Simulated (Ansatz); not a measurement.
TiAl3 (Pm-3m, No. 221, 4 atoms in the cell; start mp-998981; a measured phase of this formula has another space group) was calculated with PBEsol (plane waves, PAW; Ansatz, an electronic-structure program).

Numerical settings: plane-wave cutoff 520 eV, 14×14×14 k mesh, Fermi–Dirac smearing 0.05 eV, no spin polarisation, scalar-relativistic PAW data made under PBE.

Cell (relaxed at this level):

```xyz
4
Lattice="3.9488 0.0000 0.0000 0.0000 3.9488 0.0000 0.0000 0.0000 3.9488" Properties=species:S:1:pos:R:3 pbc="T T T"
Ti     0.0000     0.0000     0.0000
Al     1.9744     1.9744     0.0000
Al     0.0000     1.9744     1.9744
Al     1.9744     0.0000     1.9744
```

Question: Predict the bulk modulus B0.

Answer: 
- bulk modulus B0: 112 GPa

Note: the run has no spin polarisation, so it can have missed a magnetic state; the bulk modulus is −V dP/dV from two relaxed cells at ±2 % in volume; the relaxation could not lower the start's symmetry, so the cell can be a saddle point above a distorted one.

Computed values are for the static lattice.

A start named mp-… is a Materials Project structure, which need not be a measured phase.
